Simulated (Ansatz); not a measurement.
The parent structure is ZnSe in the zinc blende structure (space group F-43m, No. 216; a = 5.666 Å).

All numbers come from DFT with r2SCAN, PAW potentials and a 500 eV plane-wave cutoff in Ansatz (a quantum-chemistry and plane-wave program), scalar-relativistic without spin-orbit coupling, earlier PAW set.

One change was made to it. Results:

```csv
quantity,base,after
electron mass,0.12 mₑ (at Γ),0.13 mₑ (at Γ)
"valley order (the lowest conduction-band minima on the path, energy above the VBM, named in the base's zone)",Γ 1.86 eV; L along ⟨111⟩ 3.05 eV; X along ⟨100⟩ 3.34 eV,Γ 2.05 eV; L along ⟨111⟩ 3.13 eV; X along ⟨100⟩ 3.24 eV
shortest interatomic distance,2.453 Å,2.419 Å
```

Which change produced these results?
(A) pressure 1.5 GPa
(B) pressure −1 GPa
(C) pressure 0.7 GPa
(D) pressure 7.5 GPa
(E) pressure 3 GPa

E, pressure 3 GPa. For comparison, the valley order in the other runs: pressure 1.5 GPa gives Γ 1.96 eV; L along ⟨111⟩ 3.09 eV; X along ⟨100⟩ 3.29 eV; pressure 0.7 GPa gives Γ 1.91 eV; L along ⟨111⟩ 3.07 eV; X along ⟨100⟩ 3.31 eV; pressure 7.5 GPa gives Γ 2.28 eV; X along ⟨100⟩ 3.11 eV; L along ⟨111⟩ 3.22 eV; pressure −1 GPa gives Γ 1.80 eV; L along ⟨111⟩ 3.02 eV; X along ⟨100⟩ 3.37 eV.

The levels and masses belong to the bands next to the band gap. Load acts through the strain it causes; cell and atoms are relaxed under it. Effective masses come from finite differences of ±0.01 Å⁻¹. Stability against distortions was not tested. Tetrahedral semiconductors of this kind turn to denser phases somewhere between about 1 and 50 GPa; those were not computed, so compressed cells here can lie past the real transition.
